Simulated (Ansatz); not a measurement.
The parent structure is KF in the NiAs type structure (space group P6_3/mmc, No. 194; a = 3.7393 Å, c = 6.5977 Å; a hypothetical phase, not in the database extracts checked). Axes: x lies along a and z along c of the hexagonal cell.

(Cell as relaxed with PBE.)

Levels (all Ansatz, a first-principles code, PAW): PBE (420 eV, spin-orbit coupling left out); r2SCAN (500 eV, without spin-orbit coupling).

Each level relaxes its own structure.

```tsv
base	PBE	r2SCAN
volume per atom	19.97 Å³	18.80 Å³
lattice parameter a	7.066 bohr	6.918 bohr
band gap	5.90 eV	6.86 eV
```

Perturbation: tensile biaxial strain of 1.78 % in the plane normal to [001], as in epitaxy on a mismatched substrate; the out-of-plane cell vector and the atoms relax.

| quantity | PBE | r2SCAN |
|---|---|---|
| band gap | 5.79 eV | [?] |
| mean in-plane stress (compression positive) | -1.1 GPa | [?] |
| shift of the gap caused by the change | -0.11 eV | [?] |

Problem. Given the PBE results, estimate those of r2SCAN.

Solution. 
- band gap, r2SCAN: 6.76 eV
- mean in-plane stress (compression positive), r2SCAN: -1.2 GPa
- shift of the gap caused by the change, r2SCAN: -0.10 eV

PBE's band gap lies 0.97 eV below r2SCAN's; PBE's in-plane stress lies 0.1 GPa above r2SCAN's. Neither level is exact; r2SCAN is the comparison here, not a measurement.

Gaps are Kohn–Sham eigenvalue differences; semilocal functionals usually give less than the measured gap. Whether these cells are dynamically stable was not tested.
